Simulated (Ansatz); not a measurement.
Where the default PAW files enter, the runs use the earlier of Ansatz's two default sets.

Here is the system:

```
CELL_PARAMETERS angstrom
      3.18893     0.00000     0.00000
      0.00000     5.19236     0.00000
      1.59447     0.00000     2.76169
ATOMIC_POSITIONS crystal
  Ga 0.66667 0.50092 0.66667
  Ga 0.33333 0.00092 0.33333
  N  0.66667 0.12408 0.66667
  N  0.33333 0.62408 0.33333
```

Space group of this cell: P6_3mc, wurtzite. The cell is taken as given; by r2SCAN its mean pressure is -1.0 GPa.

These are r2SCAN (plane waves, PAW; Ansatz, a first-principles code) values and carry that method's errors.

The current runs along the normal of the first two printed vectors; no spin-orbit coupling. Scaled by the factor s: the length along the current (ions clamped). Meshes 12×6×12 and 10×6 across the current in all rows.

```csv
s,mean pressure (GPa),band gap (eV)
0.97,5.4,?
1.00,-1.0,2.32
1.03,-6.2,2.07
```

**Question.** Take the slope of the band gap against ln s from the two given rows, extrapolate to s = 0.97, and say what the run there gives.

**Answer.** Slope = (2.07 − 2.32) / ln 1.03 = -8.46 eV. The line gives 2.32 + (-8.46) × ln 0.97 = 2.58 eV. The run gives 2.41 eV, 0.17 eV under the line, 65 % of the predicted step.
